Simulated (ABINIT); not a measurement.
Input and output of a self-consistent single point for ScBi (Fm-3m, 2 atoms in the cell) (ABINIT).

Method: LDA (PW92), PAW (JTH v2.0 LDA PAW) (plane waves; ABINIT).

The change in words: lattice scaled by 0.98. Reference geometry:
```
ScBi
1.0
    0.00000     3.07776     3.07776
    3.07776     0.00000     3.07776
    3.07776     3.07776     0.00000
Sc Bi
1 1
Cartesian
  3.07776   3.07776   3.07776
  0.00000   0.00000   0.00000
```

Reference input (self-consistent single point, DFT, LDA (PW92), plane waves, PAW (JTH v2.0 LDA PAW)): pseudos = [Sc.LDA_PW-JTH.xml, Bi.LDA_PW-JTH.xml]; ecut = 60 Ry; pawecutdg = 120 Ry; occopt = 7; tsmear = 0.00734986 Ha; ngkpt = 8 8 8; nshiftk = 1; shiftk = 0 0 0; potentials = JTH v2.0 LDA PAW; nband = 18; kptopt = 1; nstep = 60. This run's input differs from it in these lines:

```diff
@@ -5,5 +5,5 @@
 rprim
-         0.0000000000    5.8161215876    5.8161215876
-         5.8161215876    0.0000000000    5.8161215876
-         5.8161215876    5.8161215876   -0.0000000000
+         0.0000000000    5.6997994960    5.6997994960
+         5.6997994960   -0.0000000000    5.6997994960
+         5.6997994960    5.6997994960    0.0000000000
 natom 2
```

Log, with long lists cut:

```
--- !BeginCycle
solver: {iscf: 17, nstep: 60, nline: 4, wfoptalg: 10, }
tolerances: {tolvrs: 1.00E-10, }
...

     iter   Etot(hartree)      deltaE(h)  residm     nres2
 ETOT  1  -113.37925608122    -1.134E+02 3.366E+01 3.907E+02
 ETOT  2  -120.35425728676    -6.975E+00 1.081E+00 4.766E+02
 ETOT  3  -119.86968457053     4.846E-01 2.640E-01 1.496E+02
 ETOT  4  -119.67015892099     1.995E-01 1.194E-01 6.806E+01
 ETOT  5  -119.56916196210     1.010E-01 6.854E-02 3.166E+01
   [... 14 lines left out ...]
 ETOT 20  -119.50876176682     1.058E-09 3.066E-05 1.453E-08
 ETOT 21  -119.50876176698    -1.585E-10 4.000E-05 8.586E-09
 ETOT 22  -119.50876176699    -1.366E-11 5.177E-05 1.711E-09
 ETOT 23  -119.50876176699    -1.478E-12 6.972E-05 6.325E-11
 At SCF step   23       nres2   =  6.32E-11 < tolvrs=  1.00E-10 =>converged.

 Cartesian components of stress tensor (hartree/bohr^3)
  sigma(1 1)=  1.60904698E-04  sigma(3 2)=  0.00000000E+00
  sigma(2 2)=  1.60904698E-04  sigma(3 1)=  0.00000000E+00
  sigma(3 3)=  1.60904698E-04  sigma(2 1)=  0.00000000E+00

 ----iterations are completed or convergence reached----

 reduced coordinates (array xred) for    2 atoms
       0.500000000000      0.500000000000      0.500000000000
       0.000000000000      0.000000000000      0.000000000000
 cartesian forces (eV/Angstrom) at end:
    1     -0.00000000000000    -0.00000000000000    -0.00000000000000
    2     -0.00000000000000    -0.00000000000000    -0.00000000000000
 frms,max,avg= 0.0000000E+00 0.0000000E+00   0.000E+00  0.000E+00  0.000E+00 e/A
   [... lines left out ...]
 Fermi (or HOMO) energy (hartree) =   0.26381   Average Vxc (hartree)=  -0.35395
   [... lines left out ...]
'-kT*entropy'       : -3.95782366703900E-04
total_energy        : -1.19508761870889E+02
total_energy_eV     : -3.25199879390208E+03
...

-Cartesian components of stress tensor (GPa)         [Pressure= -4.7340E+00 GPa]
- sigma(1 1)=  4.73397887E+00  sigma(3 2)=  0.00000000E+00
- sigma(2 2)=  4.73397887E+00  sigma(3 1)=  0.00000000E+00
- sigma(3 3)=  4.73397887E+00  sigma(2 1)=  0.00000000E+00

 Calculation completed.
```

The run converged in 23 iterations. 

The starting cell comes from a database of computed structures (which also holds hypothetical and non-ambient phases and stackings), without a prior relaxation at this level. Its lattice was rescaled by a random factor within 2.5 % of one. For this run, on top of that: lattice scaled by 0.98. With a pressure of about -5 GPa the cell is away from its equilibrium volume at this level.

These are the values that this program gave, and no reference: the one-centre exchange-correlation terms come from a truncated expansion.

Cost on one core of a shared machine: roughly 2 min.
